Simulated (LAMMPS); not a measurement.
MD of Ni (fcc) with 10 % of Ni sites Al at zero pressure over temperature, 4000 atoms; each row names its start.

Model: classical MD, pair style eam/alloy, file NiAlH_jea.eam.alloy (LAMMPS).

| T (K), start | state | volume | enthalpy | first peak of g(r), Al-Ni | coordination number of Al by Ni | D(Al) | D(Ni) |
|---|---|---|---|---|---|---|---|
| 300, crystal | crystal; no diffusion seen in 30 ps | 11.2153 ± 0.0002 Å³/atom | -4.4238 ± 0.0001 eV/atom | 2.51 Å, height 8.9 | 10.8 (counted to 3.06 Å) | - | - |
| 1150, crystal | crystal; no diffusion seen in 30 ps | 11.9056 ± 0.0009 Å³/atom | -4.1717 ± 0.0002 eV/atom | 2.53 Å, height 4.3 | 10.9 (counted to 3.14 Å) | - | - |
| 1570, melt | liquid | 12.798 ± 0.002 Å³/atom | -3.9165 ± 0.0004 eV/atom | 2.48 Å, height 3.1 | 12.4 (counted to 3.46 Å) | (3.5 ± 0.1) × 10^-5 cm²/s | (3.67 ± 0.06) × 10^-5 cm²/s |
| 1900, melt | liquid | 13.048 ± 0.002 Å³/atom | -3.8089 ± 0.0007 eV/atom | 2.50 Å, height 2.8 | 12.1 (counted to 3.46 Å) | (5.1 ± 0.2) × 10^-5 cm²/s | (6.2 ± 0.2) × 10^-5 cm²/s |
| 2310, melt | liquid | 13.3268 ± 0.0004 Å³/atom | -3.6829 ± 0.0001 eV/atom | 2.47 Å, height 2.5 | 12.1 (counted to 3.50 Å) | (9.7 ± 0.3) × 10^-5 cm²/s | (9.9 ± 0.1) × 10^-5 cm²/s |

Caution (rows 300, crystal; 1150, crystal): the random arrangement on this lattice is imposed, and need not be a phase that exists in equilibrium.

Caution (rows 1150, crystal; 1570, melt; 1900, melt; 2310, melt): a run this short can hold a crystal over, or a liquid under, the potential's own melting point, which these runs don't give.

States go by the mean squared displacement: a species diffuses where it passes 1.5 Å², still rises and gives D over 1e-6 cm²/s; a crystal has left its structure where atoms lie 0.35 Å off their sites on average or a cubic box changes its shape by 3 %, or the axial ratios of another lie 8 % off the starting cell's, which the potential's own relaxation can also do.

Errors of D are the spread over four groups of atoms in one short run; a floor of about 5 %, a picked value, is safer.

Errors shown are sampling errors alone.
